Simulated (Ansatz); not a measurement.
Results of r²SCAN (plane waves, PAW; Ansatz, a quantum-chemistry and plane-wave program) for GeSb4Te7 (P-3m1, No. 164, 12 atoms in the cell; start mp-29641).

Numerical settings: plane-wave cutoff 560 eV, 12×12×2 k mesh (along the axes of the cell as run), Fermi–Dirac smearing 0.01 eV, scalar-relativistic PAW data made under PBE.

Cell (relaxed at this level):

```cif
data_GeSb4Te7
_chemical_formula_sum 'Ge1 Sb4 Te7'
_space_group_name_H-M_alt 'P-3m1'
_space_group_IT_number 164
_space_group_name_Hall '-P 3 2"'
_cell_length_a 4.29235
_cell_length_b 4.29235
_cell_length_c 24.72628
_cell_angle_alpha 90.000
_cell_angle_beta 90.000
_cell_angle_gamma 120.000
loop_
_atom_site_label
_atom_site_type_symbol
_atom_site_symmetry_multiplicity
_atom_site_Wyckoff_symbol
_atom_site_fract_x
_atom_site_fract_y
_atom_site_fract_z
_atom_site_occupancy
Ge1 Ge 1 b 0.00000 0.00000 0.50000 1
Sb1 Sb 2 d 0.33333 0.66667 0.08064 1
Sb2 Sb 2 d 0.33333 0.66667 0.35033 1
Te1 Te 2 d 0.66667 0.33333 0.14927 1
Te2 Te 2 c 0.00000 0.00000 0.28195 1
Te3 Te 2 d 0.66667 0.33333 0.43182 1
Te4 Te 1 a 0.00000 0.00000 0.00000 1
```

Question: Estimate the band gap, smallest direct gap on the k points sampled and direct gap at Γ that the calculation returns.

Answer: 
- band gap = 0.52 eV
- smallest direct gap on the k points sampled = 0.59 eV
- direct gap at Γ = 0.73 eV

Spin–orbit coupling is not included; with these elements it can move the gap by several tenths of an eV or more.

The computed numbers hold no vibrational or temperature effects.

A start named mp-… is a Materials Project structure, which need not be a measured phase.
